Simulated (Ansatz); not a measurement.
# Effect of isotropic strain −2.40 % on SiO2

The parent structure is SiO2 in the rutile structure (space group P4_2/mnm, No. 136; a = 4.236 Å, c = 2.690 Å).

One thing is altered: every lattice vector is shortened by 2.40 %; the atoms relax in the strained cell.

Calculations: PBE (Ansatz, a program for electronic structure, PAW, without spin-orbit coupling). Settings: 8×8×12 k-points, 0.05 eV Fermi–Dirac smearing.

Volume per atom: 7.48 Å³ (base 8.05 Å³)
Space group: P4_2/mnm (No. 136) (base P4_2/mnm (No. 136))
Shortest interatomic distance: 1.741 Å (base 1.774 Å)
Energy relative to the base (free energy F): +39 meV/atom
Pressure (mean of the normal stresses, compression positive): 23.78 GPa (base 0.01 GPa)
Band gap: 6.24 eV (base 5.04 eV)
Gap character: direct at Γ (base direct at Γ)
Mean gap deformation potential ΔEg/Δln V: -16.5 eV
Width of the top valence band: 2.80 eV (base 2.56 eV)
Electron mass: 0.40 mₑ along c, 0.52 mₑ across (at Γ) (base 0.36 mₑ along c, 0.45 mₑ across (at Γ))
Valence-band top at Γ (three highest levels, from the VBM): 0.00, -0.93, -0.93 eV (base 0.00, -0.85, -0.85 eV)
Valley order (the lowest conduction-band minima on the path, energy above the VBM, named in the base's zone): Γ 6.24 eV; A (1/2, 1/2, 1/2) 7.52 eV (base Γ 5.04 eV; A (1/2, 1/2, 1/2) 6.84 eV)

Final structure:

```
SiO2
1.0
    4.13442     0.00000     0.00000
    0.00000     4.13442     0.00000
    0.00000     0.00000     2.62588
Si O
2 4
Direct
  0.00000   0.00000   0.00000
  0.50000   0.50000   0.50000
  0.30446   0.30446   0.00000
  0.80446   0.19554   0.50000
  0.19554   0.80446   0.50000
  0.69554   0.69554   0.00000
```

Cost of the whole job for the changed cell (relaxation, final SCF and bands): roughly 20 core-seconds.

Effective masses come from finite differences of ±0.01 Å⁻¹. No phonon test of stability was made.
